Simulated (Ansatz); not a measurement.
Start from NaCl in the rock salt structure (space group Fm-3m, No. 225).

NaCl is modelled in the cubic space group Fm-3m (No. 225), the rock salt structure, Pearson symbol cF8. Lattice parameters: a = 5.6958 Å, b = 5.6958 Å, c = 5.6958 Å, α = 90.00°, β = 90.00°, γ = 90.00°. Na on 4a sees 6 Cl at 2.848 Å (octahedral). Cl on 4b sees 6 Na at 2.848 Å (octahedral). (Neighbours: up to the widest gap in distance over summed covalent radii, below 1.35, at either atom; cation-cation and far metal-metal contacts left out.)
(The calculation used a cell of 2 atoms; values per cell refer to that cell.)

Computed with Ansatz (an electronic-structure program) PBE, spin-orbit coupling left out.

Before the change:

| Item | Result |
|---|---|
| Gap between the host's bands | 5.00 eV |
| Gap character | direct at Γ |

It is then changed as follows: hole doping at 3.0×10^21 cm⁻³ (0.139 per cell), with a uniform compensating background at fixed cell and a 300 K Fermi–Dirac width.

**Question.** Predict the new gap between the host's bands.

**Answer.** The gap between the host's bands goes up by 0.235 eV, from 5.00 eV to 5.23 eV.

**Question.** How does this affect the Fermi level from band edge?

**Answer.** The Fermi level relative to the doped band's edge (positive inside the band; to 0.05 eV) amounts to +0.10 eV.

**Question.** Estimate the effect on the gap character.

**Answer.** The gap character is still direct at Γ.

Charged cell with a jellium background: band edges are those of the host's band count, energies are not comparable with the neutral cell, and many-body gap narrowing is missing. No phonon test of stability was made.
